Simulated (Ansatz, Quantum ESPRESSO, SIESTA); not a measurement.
# One structure in several programs: Ta₄N₃ (I4/mmm, 7 atoms in the cell)

Self-consistent single point.

```yaml
crystal:
  lattice:
    - [-2.16794, 2.16794, 4.24165]
    - [2.16794, -2.16794, 4.24165]
    - [2.16794, 2.16794, -4.24165]
  atoms:
    - { symbol: Ta, position: [0.00000, 0.50000, 0.50000] }
    - { symbol: Ta, position: [0.50000, 0.00000, 0.50000] }
    - { symbol: Ta, position: [0.26382, 0.26382, 0.00000] }
    - { symbol: Ta, position: [0.73618, 0.73618, 0.00000] }
    - { symbol: N, position: [0.75000, 0.25000, 0.50000] }
    - { symbol: N, position: [0.25000, 0.75000, 0.50000] }
    - { symbol: N, position: [0.00000, 0.00000, 0.00000] }
```

Shared settings, as Ansatz (a program for electronic structure) writes them: kpoints.mp_grid.grid = 7 7 7; scf.occupations.method = gaussian; scf.occupations.width = 0.1 eV. Potentials and cutoffs stand in the table.

```json
[
 {"code": "SIESTA", "model": "LDA PW92, numerical atomic orbitals DZP, PseudoDojo LDA standard norm-conserving potentials (rewritten from UPF to PSML)", "pressure (GPa)": "1.82", "largest force (eV/Å)": "0.011", "cutoff": "grid 400 Ry"},
 {"code": "Ansatz", "model": "LDA (PW92), PAW files made with PBE", "pressure (GPa)": "-1.20", "largest force (eV/Å)": "0.337", "cutoff": "420 eV"},
 {"code": "Quantum ESPRESSO", "model": "LDA (PZ), GBRV 1.5 ultrasoft (LDA) pseudopotentials", "pressure (GPa)": "-2.15", "largest force (eV/Å)": "0.321", "cutoff": "40 Ry"}
]
```

On Ansatz's run: spin-orbit coupling is off. Spin polarisation is off; with an odd number of electrons in the cell that forces a metal, and a magnetic state may lie lower.

The spread over the programs that give each value: pressure within 3.97 GPa; largest force within 0.326 eV/Å.

SIESTA uses small atom-centred bases, whose incompleteness enters pressures, forces and empty levels differently from a plane-wave cutoff. Ansatz's pressure is given at a fixed set of plane waves, as the other plane-wave codes print theirs; with its correction for the finite basis it is -0.90 GPa (the shift of 0.30 GPa shows how far the cutoff is from converged). The same LDA comes in different parametrisations, which differ slightly. In the pressure, SIESTA (by 3.49) lies more than 1 GPa from the median of the plane-wave programs.

The starting cell comes from a database of computed structures (which also holds hypothetical and non-ambient phases and stackings), without a prior relaxation at this level. Its lattice was rescaled by a random factor within 2.5 % of one.

Left out of this page: Elk (not drawn, or without a comparable value).

Keys are those of Ansatz 0.2.
